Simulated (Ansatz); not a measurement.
```yaml
crystal:
  lattice:
    - [0.00000, 1.80486, 1.85901]
    - [1.80486, 0.00000, 1.85901]
    - [1.80486, 1.80486, 0.00000]
  atoms:
    - { symbol: B, position: [0.00000, 0.00000, 0.00000] }
    - { symbol: N, position: [0.25000, 0.25000, 0.25000] }
```

No spin polarisation.

Calculations: Ansatz (an electronic-structure program) r2SCAN, without spin-orbit coupling. Settings: 16×16×16 k-points, 0.05 eV Fermi–Dirac smearing.

Task: Predict the stress and valence-band top at Γ.

Result: 
- Stress (xx, yy, zz, yz, xz, xy; compression positive) = (-4.51, -4.51, -23.89, 0.00, 0.00, 0.00) GPa
- Valence-band top at Γ (three highest levels, from the VBM) = 0.00, 0.00, -0.31 eV

The levels and masses belong to the bands next to the band gap. The cells carry an imposed strain or load. Stability against distortions was not tested. The cell was made from BN in the zinc blende structure (space group F-43m, No. 216) by this change: uniaxial strain ε_zz = +3.00 %.
